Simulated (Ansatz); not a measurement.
The starting structures come from a database of crystals and need not be the phases stable at ambient conditions.

The decay constant κ of evanescent states in the gap governs leakage through a thin film.

```xyz
14
Lattice="5.6461 0.0000 0.0000 0.0000 11.3502 -0.0849 0.0000 -0.7076 2.7870" Properties=species:S:1:pos:R:3 pbc="T T T"
V      3.7169     1.3448     1.8248
V      3.7169     9.2978     0.8773
V      1.9293     3.6227     0.9198
V      1.9293     7.0199     1.7823
O      0.8578     7.3673     0.3872
O      0.8578     3.2753     2.3149
O      4.7884     8.9504     2.2724
O      4.7884     1.6922     0.4297
O      3.3837     7.5344     0.4296
O      3.3837     3.1082     2.2725
O      2.2624     8.7833     2.2300
O      2.2624     1.8593     0.4721
O      3.3545    -0.3538     1.3935
O      2.2916     5.3213     1.3511
```

Space group of this cell: Pmmn. The cell was relaxed by PBE-D3(BJ); by r2SCAN its mean pressure is -2.8 GPa.

Transport runs along the normal of the first two printed cell vectors.

The gap is the functional's own, uncorrected, and κ follows it; spin-orbit coupling is left out. Mid-gap values are interpolated between the computed energies.

Question: State the band gap and the smallest decay constant κ at mid-gap according to r2SCAN in Ansatz (a first-principles code).

Answer: Gap 1.65 eV on a 6×12×12 mesh; κ = 0.271 1/Å, at (0.500, 0.000) of the in-plane reciprocal vectors. At the zone centre, at the nearest computed energy, the slowest state has κ = 0.29 1/Å.
